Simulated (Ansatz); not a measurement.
Take Zr in the hcp (Mg type) structure (space group P6_3/mmc, No. 194; a = 3.182 Å, c = 5.124 Å; relaxed with 0.1 eV smearing) as the base. Axes: x lies along a and z along c of the hexagonal cell.

Computed with Kohn–Sham DFT with the PBEsol functional, run in Ansatz (a program for electronic structure) with PAW and 420 eV plane waves, no spin-orbit coupling.

One thing is altered: uniaxial stress, 2 GPa compression along x; all other stress components relax to zero.

Q: What does the calculation give for the secant Young's modulus along x and mean lateral Poisson ratio after the change?

A: The secant Young's modulus along x comes out as 86 GPa; the mean lateral Poisson ratio comes out as 0.33.

Load acts through the strain it causes; cell and atoms are relaxed under it. Stability under load was not tested beyond the relaxation. All final runs are without spin polarisation.
